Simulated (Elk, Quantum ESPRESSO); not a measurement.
## Equation of state of rock-salt PbTe (space group 225): energy against volume (Elk, PBE)

```yaml
crystal:
  lattice:
    - [0.00000, 3.17257, 3.17257]
    - [3.17257, 0.00000, 3.17257]
    - [3.17257, 3.17257, 0.00000]
  atoms:
    - { symbol: Te, position: [0.50000, 0.50000, 0.50000] }
    - { symbol: Pb, position: [0.00000, 0.00000, 0.00000] }
```

Level of theory: PBE, all-electron FP-LAPW, Elk's shipped species files, APW+lo basis with extra local orbitals in Elk. Settings: xctype = 20; rgkmax = 9.12; swidth = 0.000367493 Ha; ngridk = 9 9 9; tforce = true; gmaxvr = 18 1/bohr; lmaxapw = 10; lmaxo = 8; nxlo = 2; lorbcnd = true; lradstp = 2; nrmtscf = 2; lmaxi = 4; maxscl = 100; sphere radii = {Te: 2.6, Pb: 2.8} bohr. The cell above is the first row's. The rows scale it uniformly. In all rows fractional positions and the k mesh are held. E is the free energy at the stated smearing, counted from the lowest row.

```csv
V (Å^3/atom),E (meV/atom)
31.932,?
32.627,34.33
33.321,19.44
34.015,8.97
34.709,2.63
35.403,0.00
36.098,0.73
36.792,4.40
37.486,10.73
```

Problem. Using the third-order Birch-Murnaghan form, a cubic in V^(-2/3), estimate the missing E at V = 31.932 from the other rows, showing the fit.

Solution. With u = V^(-2/3) - 0.0935, the rows have u = 0.0044374, 0.0030728, 0.0017547, 0.0004807, -0.0007516, -0.0019459, -0.0031008, -0.0042201. Least squares gives E = 1.224 + 2443.3·u + 1122508·u² + 2087788·u³. Residuals (row less fit): -0.021, 0.049, -0.009, -0.028, -0.021, 0.025, 0.022, -0.017; standard error 0.037 (degrees of freedom: 4). Its minimum lies at u = -0.0010916, so V0 = (0.0924084)^(-3/2) = 35.60. There d²E/du² = 2231000 and d³E/du³ = 1.253e7, so B0 = (4/9) × 35.60^(-7/3) × 2231000 × 0.160218 = 38.1 GPa (the last factor turns the table's units into GPa), and B0' = 4 + (2/3) × 0.0924084 × (1.253e7)/2231000 = 4.3. At the withheld row, u = 0.0058534, so E = 1.224 + 2443.3 × 0.0058534 + 1122508 × 0.0058534² + 2087788 × 0.0058534³ = 54.404 meV/atom. The calculation gives 54.48 meV/atom, 0.076 meV/atom above the prediction (0.1 % of the range of E in the table). The row lies outside the fitted rows, so this is an extrapolation. From the scatter of the fitted rows alone, a prediction at this place has a standard error of 0.110 meV/atom, so the miss is 0.7 times that.

Carrying the step between the two nearest rows on in a straight line would have given 49.24, off by 5.24; series whose last step already gives the withheld value aren't shown. The scan was laid around a cell of about the measured size, scaled by a guess for this functional. The runs keep the symmetry of the cell, so they don't test it for distortions. A plane-wave scan with the same functional (Quantum ESPRESSO, GBRV) gives V0 = 35.33 Å^3/atom and B0 = 38.7 GPa; a Birch-Murnaghan fit to all rows here lies 0.8 % from it in V0 and -1 % in B0; the two differ in basis, and may differ in potentials and mesh. Values depend on the basis (sphere radii, cutoffs, local orbitals), which need not be converged. Spin-orbit coupling is off. Sphere radii are the same in all rows. Cutoffs and mesh are single choices, not tested for convergence of this quantity. Series with a scatter that would blur these digits, or in which a gap closes, are not shown. Nor are scans whose minimum lies at an end fitted in this form.
